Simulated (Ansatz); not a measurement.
# Response to strain in Cs

Start from Cs in the bcc (W type) structure (space group Im-3m, No. 229; a = 6.007 Å; relaxed with 0.1 eV smearing). Axes: x, y, z lie along the cube axes.

Strains are applied to the cell and any free atomic positions relax; under biaxial strain the out-of-plane vector relaxes too.

Calculations: PBEsol, PAW, 420 eV (Ansatz, a first-principles code; no spin-orbit coupling).

Candidates:
(a) biaxial strain +0.50 %, plane normal [001], relaxed out of plane
(b) biaxial strain −3.00 %, plane normal [001], relaxed out of plane
(c) biaxial strain +3.00 %, plane normal [001], relaxed out of plane
(d) biaxial strain +1.00 %, plane normal [001], relaxed out of plane
(e) biaxial strain +1.50 %, plane normal [001], relaxed out of plane

Question: Order them by out-of-plane strain, highest first.

Answer: (b) biaxial strain −3.00 %, plane normal [001], relaxed out of plane (+5.89 %), (a) biaxial strain +0.50 %, plane normal [001], relaxed out of plane (-0.77 %), (d) biaxial strain +1.00 %, plane normal [001], relaxed out of plane (-1.54 %), (e) biaxial strain +1.50 %, plane normal [001], relaxed out of plane (-2.21 %), (c) biaxial strain +3.00 %, plane normal [001], relaxed out of plane (-4.09 %)

Stability against distortions was not tested. All final runs are without spin polarisation.
